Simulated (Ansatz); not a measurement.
**Element substitutions in CsCaH3**

The parent structure is CsCaH3 in the cubic perovskite structure (space group Pm-3m, No. 221; a = 4.603 Å; a cell from a computed database, its experimental status unchecked).

Each row replaces one element on all its sites; cell and atoms are relaxed.

Computed with Ansatz (an electronic-structure program) r2SCAN, without spin-orbit coupling.

| change | shortest interatomic distance | density |
|---|---|---|
| base | 2.302 Å | 3.00 g/cm³ |
| H → Rb | 4.103 Å | 1.29 g/cm³ |
| H → Os | 2.518 Å | 9.67 g/cm³ |
| Cs → Ba | 2.224 Å | 3.40 g/cm³ |

No phonon test of stability was made. As relaxed here, CsRb3Ca, CsCaOs3 and BaCaH3 are hypothetical phases, not in the database extracts checked. All final runs are without spin polarisation. An odd electron count without spin: CsCaOs3 and BaCaH3. Many cubic perovskites are stable only at high temperature; tilts and polar distortions were not tested. CsCaOs3 has a high density of states at the Fermi level and may be magnetic at this level.
